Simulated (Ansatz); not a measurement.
# Response to strain in MgI2

The parent structure is MgI2 in the CdI2 type structure (space group P-3m1, No. 164; a = 4.060 Å, c = 6.580 Å; layered, stacked along the Cartesian z axis). Axes: x lies along a and z along c of the hexagonal cell.

Strains are applied to the cell and any free atomic positions relax.

Computed with PBEsol-D3(BJ) (Ansatz, an electronic-structure program, PAW, no spin-orbit coupling).

Candidates:
(a) uniaxial strain ε_zz = −2.00 %
(b) uniaxial strain ε_zz = +3.00 %
(c) uniaxial strain ε_zz = −3.00 %
(d) uniaxial strain ε_zz = +1.00 %

Notes on the quantities. energy relative to the base: free energy F.

**Question.** Order them by energy relative to the base, lowest first.

**Answer.** (d) uniaxial strain ε_zz = +1.00 % (+0.3 meV/atom), (a) uniaxial strain ε_zz = −2.00 % (+1.4 meV/atom), (b) uniaxial strain ε_zz = +3.00 % (+2.5 meV/atom), (c) uniaxial strain ε_zz = −3.00 % (+3.4 meV/atom)

Stability against distortions was not tested.
